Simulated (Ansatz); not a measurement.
**TiSi: finite-temperature simulation (2000 K)**

System: composition TiSi, cell Ti24Si24, brought to this temperature after a much hotter stage [in the run: it was liquid; mean temperature 2143 K (target 2000 K); density 3.65 g/cm³].

Method: PBE (plane waves, PAW; Ansatz, an electronic-structure program).

```json
{
 "number_of_atoms": "48",
 "time_step": "2.0 fs; target pressure 0 GPa",
 "sampled_time": "5.5 ps (NVE); in preparation the cell's shape was held",
 "plane_wave_cutoff": "420 eV",
 "k-points": "2x2x2 mesh shifted by half a step",
 "Fermi-Dirac width": "0.172 eV",
 "spin": "not polarised; no spin-orbit coupling"
}
```

| Quantity | Result |
|---|---|
| mean temperature | 2143 ± 15 K |
| mean pressure | 0.03 ± 0.11 GPa |
| volume per atom | 17.3 Å³ |
| density | 3.65 g/cm³ |
| first peak of g(Si-Si) | 2.53 Å, height 1.5 |
| first minimum of g(Si-Si) | near 3.3 Å |
| first peak of g(Si-Ti) | 2.61 Å, height 3.5 |
| first minimum of g(Si-Ti) | near 3.7 Å |
| first peak of g(Ti-Ti) | 2.94 Å, height 1.8 |
| first minimum of g(Ti-Ti) | near 4.2 Å |
| coordination of Si (bonds up to Si-Si 3.34, Si-Ti 3.74 Å) | 10.2 (10-fold 34 %, 11-fold 29 %, 9-fold 20 %) |
| coordination of Ti (bonds up to Si-Ti 3.74, Ti-Ti 4.22 Å) | 14.7 (15-fold 31 %, 14-fold 26 %, 16-fold 20 %) |
| Si-Ti-Ti angle | mean 92°, spread 36°, most frequent near 52° |
| Ti-Ti-Ti angle | mean 98°, spread 34°, most frequent near 100° |
| Si-Ti-Si angle | mean 99°, spread 33°, most frequent near 94° |
| Si-Si-Ti angle | mean 94°, spread 35°, most frequent near 56° |
| state | all species diffuse (liquid) |
| diffusion coefficient of Si (no finite-size correction) | 5.2 × 10⁻⁵ cm²/s (± 0.8) |
| diffusion coefficient of Ti (no finite-size correction) | 2.7 × 10⁻⁵ cm²/s (± 0.6) |
| mean vibrational (phonon) frequency | 6.2 THz |

Preparation at the same level, by Langevin dynamics: ease 0.15 ps at 1572 K; melt 0.66 ps at 3145 K, volume free at 4 GPa; cool 0.23 ps from 3145 to 2127 K (4500 K/ps); cool 0.54 ps from 2127 to 2000 K (230 K/ps), volume free; settle 1.43 ps at 2000 K, volume free; hold 0.34 ps at 2000 K. The atoms began on random sites, so units and networks may differ from a laboratory melt's. Atoms moved only 2.5 Å² (mean square) in the hot stage, so mixing may be incomplete. On the run's last frame a denser k-mesh moved the forces by 0.007 eV/Å rms, the static pressure by 0.00 GPa and the free energy by 0 meV/atom, which is about how far such values are converged. Warnings of the run: stress scf threshold loose, symmetry auto disabled.

The cell is small and the run short, so the averages carry size and sampling errors.
